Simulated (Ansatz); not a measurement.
Take Ru in the hcp (Mg type) structure (space group P6_3/mmc, No. 194; relaxed with 0.1 eV smearing) as the base.

```
Ru
1.0
    2.70552     0.00000     0.00000
   -1.35276     2.34305     0.00000
    0.00000     0.00000     4.26507
Ru
2
Direct
  0.33333   0.66667   0.75000
  0.66667   0.33333   0.25000
```

Cartesian axes are those of the cell as printed.

The values are results of r2SCAN, PAW, 500 eV (Ansatz, an electronic-structure program; no spin-orbit coupling), earlier PAW set, not measurements.

Before the change:

| Item | Value |
|---|---|
| Pressure | 0.0 GPa |

Now apply this change: biaxial strain +1.24 %, plane normal [001], relaxed out of plane (Cartesian); in-plane vectors clamped, the third vector and the atoms free.

Problem. What happens to the pressure?

Solution. The pressure (mean of the normal stresses, compression positive) goes from zero to -5.4 GPa.

Problem. How does this affect the out-of-plane strain?

Solution. The out-of-plane strain amounts to -0.68 %.

Whether these cells are dynamically stable was not tested. All final runs are without spin polarisation.
